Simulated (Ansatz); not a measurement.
The reference is Mg in the hcp (Mg type) structure (space group P6_3/mmc, No. 194; a = 3.195 Å, c = 5.197 Å; relaxed with 0.1 eV smearing). Axes: x lies along a and z along c of the hexagonal cell.

Computed with PBE (Ansatz, a program for electronic structure, PAW, no SOC).

For the base:

```
Quantity   Result
--------  -------
Pressure  0.0 GPa
Band gap     zero
```

Modification: compressive biaxial strain of 1.50 % in the plane normal to [001], as in epitaxy on a mismatched substrate; the out-of-plane cell vector and the atoms relax.

Problem. Predict the new out-of-plane strain.

Solution. The out-of-plane strain comes out as +0.84 %.

Problem. What does the calculation give for the pressure after the change?

Solution. The pressure (mean of the normal stresses, compression positive) goes from zero to 0.9 GPa.

Problem. Predict the new band gap.

Solution. The band gap remains zero.

Whether these cells are dynamically stable was not tested.
